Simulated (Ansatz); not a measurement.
The reference is CdSe in the wurtzite structure (space group P6_3mc, No. 186; a = 4.383 Å, c = 7.154 Å).

One thing is altered: a negative pressure, −1 GPa.

Levels (all Ansatz, a quantum-chemistry and plane-wave program, PAW): PBE (420 eV, spin-orbit coupling left out); PBE+SOC (420 eV, noncollinear with spin-orbit coupling).

The geometry is relaxed with PBE.

* **PBE width of the top valence band**: 1.49 eV
* **PBE lowest conduction level above the VBM at special points**: Γ 0.49 eV; A 2.21 eV; L 2.88 eV; M 3.04 eV
* **PBE electron mass**: 0.053 mₑ (at Γ)
* **PBE valence-band top at Γ**: 0.00, 0.00, -0.04 eV

With PBE+SOC at the same geometry, the width of the top valence band increases by 0.05 eV, from 1.49 eV to 1.54 eV; the lowest conduction level above the VBM at special points becomes Γ 0.37 eV; A 2.09 eV; L 2.76 eV; M 2.91 eV (PBE: Γ 0.49 eV; A 2.21 eV; L 2.88 eV; M 3.04 eV); the electron mass becomes 0.049 mₑ (at Γ) (PBE: 0.053 mₑ (at Γ)); the valence-band top at Γ (three highest Kramers pairs, from the VBM) changes from 0.00, 0.00, -0.04 eV to 0.00, -0.02, -0.38 eV.

Single points use the geometry relaxed with PBE. Differences between runs with and without spin-orbit coupling are approximate. The levels and masses belong to the bands next to the band gap. Load acts through the strain it causes; cell and atoms are relaxed under it. Effective masses come from finite differences of ±0.01 Å⁻¹. No phonon test of stability was made.
